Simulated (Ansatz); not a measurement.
The starting structures come from a database of crystals and need not be the phases stable at ambient conditions.

 Where the default PAW files enter, the runs use the earlier of Ansatz's two default sets.

Given:

```xyz
2
Lattice="4.5707 0.0000 0.0000 -2.2854 3.9584 0.0000 2.2854 -1.3195 3.8440" Properties=species:S:1:pos:R:3 pbc="T T T"
Mg     0.0000     0.0000     0.0000
Te     4.5707     0.0000     2.8830
```

Space group of this cell: R3m. The cell is strained (lengths along the current scaled by 1.03, ions clamped); by PBEsol its mean pressure is -1.3 GPa.

Transport runs along the normal of the first two printed cell vectors, the (111) (indices of the unstrained crystal) plane of the conventional cell.

The gap is the functional's own. No spin-orbit coupling. Mid-gap values are interpolated on the energy grid.

**Question.** Compute, with Ansatz (an electronic-structure program) with PBEsol, the band gap and the smallest decay constant κ at mid-gap.

**Answer.** Gap 2.13 eV on a 8×8×8 mesh; κ = 0.144 1/Å, at the zone centre.
